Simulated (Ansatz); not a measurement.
# Al2Pt: response to strain

The parent structure is Al2Pt (space group Fm-3m, No. 225; a = 5.897 Å; relaxed with 0.1 eV smearing). Axes: x, y, z lie along the cube axes.

Strains are applied to the cell and any free atomic positions relax; under biaxial strain the out-of-plane vector relaxes too.

Method: Ansatz (an electronic-structure program), PBEsol, PAW, cutoff 420 eV, scalar-relativistic without spin-orbit coupling.

Notes on the quantities. energy relative to the base: free energy F.

| biaxial strain, plane normal [111], relaxed out of plane (%) | energy relative to the base (meV/atom) |
|---|---|
| -2.5 | 13.1 |
| -2.08 | 9.1 |
| -1.67 | 5.9 |
| -1.25 | 3.3 |
| -0.83 | 1.5 |
| -0.42 | ? |
| 0 | 0.0 |

Question: Fit ΔE = Aε² + Bε³ (ε in %) to the rows shown and predict the withheld row.

Answer: Least squares on the printed values gives A = 2.15 and B = 0.022 meV/atom (largest residual 0.0 meV/atom); this predicts 0.4 meV/atom, and the run gives 0.4 meV/atom, in agreement.

No phonon test of stability was made. The final runs are not spin-polarised.
